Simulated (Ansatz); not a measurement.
Results of PBEsol (PAW; Ansatz, an electronic-structure program) for CsCl-type AgZn.

Run with plane-wave cutoff 500 eV, 18×18×18 k mesh, Fermi–Dirac smearing 0.1 eV, no spin polarisation, scalar-relativistic PAW data made under PBE.

Computed at the level's own relaxed cell.

Estimate the volume per atom and lattice parameter a that the calculation returns.


- volume per atom: 15.15 Å³/atom
- lattice parameter a: 3.118 Å

The run finds no gap.

The computed numbers hold no vibrational or temperature effects.

It cost about 26 core-seconds (a rough figure) of CPU time.
